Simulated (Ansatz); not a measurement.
System: interstitial Ti in bixbyite In2O3 (charge state +4). The step: several atoms move together, Ti the farthest; the atom moves 2.44 Å along (-0.14, -0.13, -0.14) of the unit cell; the moving atom starts with neighbours 6 O at 2.00 Å and ends with O at 1.84, O at 1.86, O at 1.94, O at 2.02, O at 2.37 Å. DFT values are from Ansatz (plane-wave PAW, 420 eV unless said) in a cell of 80 host sites, spin-restricted, static, with no finite-size correction. The charge state is imposed; whether it is stable for some Fermi level was not computed. Sites that were not tried may lie lower. The start lies 0.22 eV above the lowest site run (PBE). For the PBE band: the saddle point's order was not checked, and it lies on a symmetry element of the cell, where a band can be held.

| Level | Forward barrier (eV) | Cost of the band or of the saddle's single point |
|---|---|---|
| CHGNet universal potential (has no charge state), its own band | 0.96 | - |
| PBE, one k-point at (0.250, 0.250, 0.250), band relaxed | 2.03 | around 50 core-minutes (rough) |
| PBE, a 2×2×2 k-point mesh shifted by half a step, same geometries | 2.03 | about 6 core-minutes (a rough figure) |
| r2SCAN at 500 eV, one k-point at (0.250, 0.250, 0.250), same geometries | (withheld) | about 3 core-minutes (a rough figure) |

Task: What belongs in the gaps?

Result: 
- r2SCAN at 500 eV, one k-point at (0.250, 0.250, 0.250), same geometries, Forward barrier (eV): 2.32

Ansatz is a first-principles code.
